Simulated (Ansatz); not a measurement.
Ansatz (a first-principles code) run on KTlO2 (R3m, 4 atoms in the cell): self-consistent single point.

Method: LDA (PW92), harder PAW files (source: ansatz) made with PBE (plane waves; Ansatz).

The change in words: lattice scaled by 0.98; basis.ecutwfc: 420 eV → 510 eV; hamiltonian.pseudopotentials: {kind: paw} (the program's default PAW files) → {kind: paw, source: ansatz}. Reference geometry:
```xyz
4
Lattice="1.7181 0.9920 6.0717 -1.7181 0.9920 6.0717 0.0000 -1.9839 6.0717" Properties=species:S:1:pos:R:3 pbc="T T T"
K      0.0000     0.0000     9.1576
Tl     0.0000     0.0000     0.0000
O      0.0000     0.0000    13.3350
O      0.0000     0.0000     4.8802
```

Reference input (self-consistent single point, DFT, LDA (PW92), plane waves, default PAW files made with PBE): basis.ecutwfc = 420 eV; kpoints.mp_grid.grid = 8 8 8; hamiltonian.xc = lda; hamiltonian.pseudopotentials = {kind: paw} (the program's default PAW files); scf.occupations.method = fermi_dirac; scf.occupations.width = 0.02 eV. This run's input differs from it in these lines:

Ansatz 0.2 input:
```diff
@@ -3,5 +3,5 @@
   lattice:
-    - [1.718126, 0.991960, 6.071729]
-    - [-1.718126, 0.991960, 6.071729]
-    - [0.000000, -1.983922, 6.071729]
+    - [1.683763, 0.972121, 5.950294]
+    - [-1.683763, 0.972121, 5.950294]
+    - [0.000000, -1.944244, 5.950294]
   atoms:
@@ -12,3 +12,3 @@
 basis:
-  ecutwfc: 420.0
+  ecutwfc: 510.0
 kpoints:
@@ -20,2 +20,3 @@
     kind: paw
+    source: ansatz
 scf:
```

The program printed (abridged):

```
SCF iter   1: F=—  HF=-16858.027857 eV  |F-HF|=—  |Δ(HF+E_count)|=         —  Δρ=1.09e-1  dr2=5.99e0  ethr=3.10e-3  ⟨swp⟩=7.1  Hψ=7873  notcnv=0
all-band conjugate gradients solve this SCF's bands
preconditioner: auto → Resta (q_TF=auto, 2.582 Å⁻¹)
SCF iter   2: F=—  HF=-16856.501950 eV  |F-HF|=—  |Δ(HF+E_count)|=    1.53e0  Δρ=2.98e-2  dr2=6.59e-1  ethr=3.10e-3  ⟨swp⟩=3.0  Hψ=3720  notcnv=0  defer=63
   [... lines left out ...]
SCF iter   6: F=—  HF=-16856.288975 eV  |F-HF|=—  |Δ(HF+E_count)|=   2.81e-5  Δρ=2.37e-4  dr2=2.38e-5  ethr=1.17e-6  ⟨swp⟩=2.0  Hψ=2623  notcnv=0  defer=64
SCF iter   7: F=—  HF=-16856.288973 eV  |F-HF|=—  |Δ(HF+E_count)|=   1.54e-6  Δρ=5.01e-5  dr2=1.37e-6  ethr=5.66e-8  ⟨swp⟩=3.0  Hψ=3031  notcnv=0  defer=64
SCF iter   8: F=—  HF=-16856.288973 eV  |F-HF|=—  |Δ(HF+E_count)|=   3.55e-8  Δρ=1.50e-5  dr2=1.28e-7  ethr=3.27e-9  ⟨swp⟩=3.0  Hψ=2856  notcnv=0  defer=64
SCF iter   9: F=-16856.288973 eV  HF=-16856.288973 eV  |F-HF|=1.36e-9  |Δ(HF+E_count)|=   1.32e-9  Δρ=3.61e-6  dr2=8.28e-9  ethr=2.38e-10  ⟨swp⟩=10.3  Hψ=6771  notcnv=0
SCF 1 converged in 9 iterations: F = -16856.288973 eV  dr2 = 8.28e-9
Free energy (F): -16856.288973 eV
Internal energy: -16856.288973 eV  (E = F + TS)
E sigma→0 (E₀):  -16856.288973 eV
Fermi energy:    9.857261 eV
--- Forces (eV/Å), atoms counted from 1 ---
  atom   1  K     -0.00000000     0.00000001    -0.24055279
  atom   2  Tl     0.00000000    -0.00000001     0.20811923
  atom   3  O     -0.00000000    -0.00000002     0.35392134
  atom   4  O      0.00000000     0.00000002    -0.32145607
--- Stress (GPa, compression-positive) ---
        4.411060       0.000000       0.000000
        0.000000       4.411060       0.000000
        0.000000       0.000000       2.060954
  P = ⅓ Tr σ = 3.6277 GPa (36.277 kbar)
  The stress holds the Pulay correction. Without it, at fixed plane waves, as pw.x and ABINIT print it: P = -12.4065 GPa
```

The run converged in 9 iterations. Against the reference run the pressure goes from -3.22 to 3.63 GPa, the largest force goes from 0.190 to 0.354 eV/Å and the gap on the mesh goes from 0.920 to 1.076 eV.

The starting cell comes from a database of computed structures (which also holds hypothetical and non-ambient phases and stackings), without a prior relaxation at this level. Its lattice was rescaled by up to half a per cent. One atom was moved a little off its site on purpose. For this run, on top of that: lattice scaled by 0.98. Spin-orbit coupling is off. Ansatz's pressure includes its estimate of the finite-basis (Pulay) stress. Without the estimate this run gives -12.41 GPa. The cutoff lies below the one recommended for these files.
